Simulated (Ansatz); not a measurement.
## SrVO$_{3}$ in the cubic perovskite structure (space group Pm-3m, No. 221)

```
SrVO3
1.0
    3.85813     0.00000     0.00000
    0.00000     3.85813     0.00000
    0.00000     0.00000     3.85813
Sr V O
1 1 3
Direct
  0.00000   0.00000   0.00000
  0.50000   0.50000   0.50000
  0.00000   0.50000   0.50000
  0.50000   0.50000   0.00000
  0.50000   0.00000   0.50000
```

Computed with PBE (Ansatz, a quantum-chemistry and plane-wave program), no spin-orbit coupling, earlier PAW set. Γ-centred 12×12×12 mesh, Fermi–Dirac width 0.05 eV.

| Quantity | Value |
|---|---|
| Volume per atom | 11.49 Å³ |
| Density | 5.39 g/cm³ |
| Band gap | zero |
| Total energy | -1633.059 eV/atom (σ→0; compares only within this code and set-up) |

Stability against distortions was not tested. Starting moments died away, wholly or in part, for the base; another magnetic solution may exist. No Hubbard U is applied, and correlation can decide whether such a compound is a metal. All final runs are without spin polarisation. An odd electron count without spin: SrVO3.
